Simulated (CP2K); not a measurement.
Checking a run of CP2K on BaCu₂S₂ (Pnma, 20 atoms in the cell). The aim is a self-consistent single point with DFT PBEsol, GPW, DZVP-MOLOPT-SR-GTH basis, GTH-PBE potentials (GTH_POTENTIALS).

Cell that was meant: a = 9.2448 Å, b = 4.0398 Å, c = 10.3893 Å, α = 90.00°, β = 90.00°, γ = 90.00°.

Part of the input:

```
    POTENTIAL_FILE_NAME GTH_POTENTIALS
    &QS
      METHOD GPW
      EPS_DEFAULT 1E-6
    &END QS
    &MGRID
      CUTOFF 600
```

Log, with long lists cut:

```
 GLOBAL| Method name                                                        CP2K
   [... lines left out ...]
                          176               176.000                        1.000

 Number of electrons:                                                        176
 Number of occupied orbitals:                                                 88
 Number of molecular orbitals:                                               116

 Number of orbital functions:                                                360
 Number of independent orbital functions:                                    360
 SCF WAVEFUNCTION OPTIMIZATION

  Step     Update method      Time    Convergence         Total energy    Change
     1 NoMix/Diag. 0.30E+00      -     1.47385235      -569.4334641903 -5.69E+02
     2 Broy./Diag. 0.30E+00      -     0.34048218      -579.5659963409 -1.01E+01
     3 Broy./Diag. 0.30E+00      -     0.08443833      -562.2737691790  1.73E+01
     4 Broy./Diag. 0.30E+00      -     0.05279460      -566.6512996105 -4.38E+00
     5 Broy./Diag. 0.30E+00      -     0.01689982      -569.0047001290 -2.35E+00
     6 Broy./Diag. 0.30E+00      -     0.00323824      -568.1097229009  8.95E-01
   [... lines left out ...]
    11 Broy./Diag. 0.30E+00      -     0.00001690      -567.9347298689 -1.52E-04
    12 Broy./Diag. 0.30E+00      -     0.00000759      -567.9354782609 -7.48E-04
    13 Broy./Diag. 0.30E+00      -     0.00000320      -567.9357020095 -2.24E-04
    14 Broy./Diag. 0.30E+00      -     0.00000044      -567.9357520288 -5.00E-05
    15 Broy./Diag. 0.30E+00      -     0.00000018      -567.9357535501 -1.52E-06
    16 Broy./Diag. 0.30E+00      -     0.00000016      -567.9357465951  6.96E-06
    17 Broy./Diag. 0.30E+00      -     0.00000002      -567.9357456954  9.00E-07
  *** SCF run converged in    17 steps ***

  Overlap energy of the core charge distribution:               0.00000001319550
  Self energy of the core charge distribution:               -917.61771939303640
  Core Hamiltonian energy:                                    258.80783796348470
  Hartree energy:                                             185.08156544637899
  Exchange-correlation energy:                                -94.20742972539058

  Total energy:                                              -567.93574569536770

                     Mulliken Population Analysis

 #  Atom  Element  Kind  Atomic population                           Net charge
       1     Ba       1          8.725294                              1.274706
   [... lines left out ...]
 STRESS|                        x                   y                   z
 STRESS|      x       -2.18835417096E+04   2.34482566344E+01  -2.93859377411E+00
 STRESS|      y        2.34482566344E+01  -1.80269771995E+04  -1.46770147791E-03
 STRESS|      z       -2.93859377411E+00  -1.46770147791E-03  -2.13095860683E+04
 STRESS| 1/3 Trace                                            -2.04067016591E+04
```

Q: Is anything amiss in this input, and did it matter?

A: The results are close to the sound ones and would serve for rough work. The doubtful point is a loose overall precision setting. This key sets the screening of integrals and grid mapping; loose values add noise to the density and the energy. The run converged in 17 iterations without an error; against the sound input the free energy falls by 1.3 meV/atom, the pressure goes from -1.85 to -2.04 GPa, the largest force goes from 0.047 to 0.053 eV/Å and the gap on the mesh hardly changes (0.837 to 0.836 eV).

An input that runs soundly differs in these lines (not the only fix; some lines may just follow from the change or write a value another way):
```diff
-      EPS_DEFAULT 1E-6
+      EPS_DEFAULT 1E-10
```

With that input, the run converged in 17 iterations: free energy E − TS -15454.2930 eV; top of the valence band (on the code's own zero) 7.15 eV; gap on the k-point mesh 0.84 eV; pressure -1.85 GPa; largest force (vector length) 0.047 eV/Å (DFT PBEsol, GPW, DZVP-MOLOPT-SR-GTH basis, GTH-PBE potentials (GTH_POTENTIALS)).

On the sound input: the starting cell comes from a database of computed structures (which also holds hypothetical and non-ambient phases and stackings), without a prior relaxation at this level. Values carry the incompleteness of an atom-centred basis. The potentials were made for another functional than the one used.
